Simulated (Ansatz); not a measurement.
```
CELL_PARAMETERS angstrom
      0.00000     2.35055     2.35055
      2.35055     0.00000     2.35055
      2.35055     2.35055     0.00000
ATOMIC_POSITIONS crystal
  Na 0.00000 0.00000 0.00000
  F  0.50000 0.50000 0.50000
```

Task: List the harmonic phonon frequencies (cm⁻¹; finite displacements on a 8×8×8 mesh, Ansatz, a quantum-chemistry and plane-wave program, PBE functional, plane-wave PAW, k mesh 8×8×8) at q = (0.000, 0.250, -0.375), (0.125, 0.375, -0.250), (0.000, -0.500, -0.500), in fractions of this cell's reciprocal vectors. At Γ leave out the LO-TO shift.

Result: 
- (0.000, 0.250, -0.375): 161, 192, 199, 238, 246, 274
- (0.125, 0.375, -0.250): 173, 194, 200, 235, 249, 265
- (0.000, -0.500, -0.500): 141, 141, 239, 239, 243, 275
